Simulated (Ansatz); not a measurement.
Start from ZnO in the wurtzite structure (space group P6_3mc, No. 186; a = 3.235 Å, c = 5.211 Å).

Modification: hydrostatic tension (pressure −2 GPa).

Levels (all Ansatz, a program for electronic structure, PAW): r2SCAN (500 eV, without spin-orbit coupling); HSE06 (420 eV, no SOC).

The geometry is relaxed with r2SCAN.

- r2SCAN band gap = 1.22 eV

Problem. Predict the band gap from HSE06.

Solution. The band gap grows by 1.28 eV (1.22 eV → 2.50 eV).

Single points use the geometry relaxed with r2SCAN. Their cutoffs differ, which shifts pressures a little. Load acts through the strain it causes; cell and atoms are relaxed under it. Stability against distortions was not tested.
